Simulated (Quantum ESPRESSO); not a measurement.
Several settings converged on ZrAu (P4/mmm, 2 atoms in the cell)

```xyz
2
Lattice="3.1562 0.0000 0.0000 0.0000 3.1562 0.0000 0.0000 0.0000 3.9058" Properties=species:S:1:pos:R:3 pbc="T T T"
Zr     0.0000     0.0000     0.0000
Au     1.5781     1.5781     1.9529
```

Base method: LDA (PZ), GBRV 1.5 ultrasoft (LDA) pseudopotentials (plane waves; Quantum ESPRESSO).

Base settings: ecutwfc = 40 Ry; ecutrho = 320 Ry; occupations = smearing; smearing = gauss; degauss = 0.0073499 Ry; potentials = {Zr: zr_lda_v1.uspp.F.UPF, Au: au_lda_v1.uspp.F.UPF}; K_POINTS = automatic 7 7 7 0 0 0; conv_thr = 1e-11 Ry.

Core times come from one kind of shared machine, to one figure; runs under 30 s give none.

**Zone-centre phonons against the cutoff**

In this ladder: ph.x.tr2_ph = 1e-14; ph.x.fildyn = dyn.G; dynmat.x.fildyn = dyn.G; dynmat.x.asr = crystal. Moved along: ecutrho.

The mesh stays at the base's, so the ladder's end is converged at best in this setting alone.

Frequencies are those of the unrelaxed cell, without the LO-TO term of polar crystals.

Only quantities that move along the ladder and can be compared are tabulated.

```csv
ecutwfc,highest zone-centre frequency (cm⁻¹)
20 Ry,132.9
24 Ry,135.2
28 Ry,135.4
34 Ry,135.5
40 Ry,135.4
60 Ry,135.4
```

Coarsest ecutwfc that holds the highest zone-centre frequency within 2 cm⁻¹ of the last step, with all finer ones: 24 Ry; the step before is off by 2.5 cm⁻¹.

**Zone-centre phonons against the mesh**

In this ladder: ph.x.tr2_ph = 1e-14; ph.x.fildyn = dyn.G; dynmat.x.fildyn = dyn.G; dynmat.x.asr = crystal.

Frequencies are those of the unrelaxed cell, without the LO-TO term of polar crystals.

Only quantities that move along the ladder and can be compared are tabulated.

```csv
K_POINTS,highest zone-centre frequency (cm⁻¹),core time / last (rough)
automatic 3 3 3 0 0 0,161.1,0.2
automatic 4 4 3 0 0 0,156.2,0.2
automatic 4 4 4 0 0 0,140.4,0.3
automatic 7 7 5 0 0 0,122.5,0.3
automatic 10 10 8 0 0 0,140.1,0.7
automatic 15 15 12 0 0 0,133.0,1
```

Coarsest K_POINTS that holds the highest zone-centre frequency within 5 cm⁻¹: not settled: the last two steps still differ by 7.1 cm⁻¹, over half the tolerance, so the ladder does not show it.

**Zone-centre phonons against the SCF threshold**

In this ladder: ph.x.tr2_ph = 1e-14; ph.x.fildyn = dyn.G; dynmat.x.fildyn = dyn.G; dynmat.x.asr = crystal.

The mesh stays at the base's, so the ladder's end is converged at best in this setting alone.

Frequencies are those of the unrelaxed cell, without the LO-TO term of polar crystals.

Only quantities that move along the ladder and can be compared are tabulated.

```tsv
conv_thr	highest zone-centre frequency (cm⁻¹)	core time / last (rough)
7.3e-05 Ry	175.3	0.8
7.3e-07 Ry	138.9	1
7.3e-09 Ry	134.9	2
7.3e-11 Ry	135.4	1
7.3e-13 Ry	135.4	1
```

Coarsest conv_thr that holds the highest zone-centre frequency within 5 cm⁻¹ of the last step, with all finer ones: 7.3e-07 Ry; the step before is off by 40 cm⁻¹.

On the base run: the starting cell comes from a database of computed structures (which also holds hypothetical and non-ambient phases and stackings), without a prior relaxation at this level. Its lattice was rescaled by up to half a per cent. In the base run, with a pressure of about -6 GPa the cell is away from its equilibrium volume at this level.
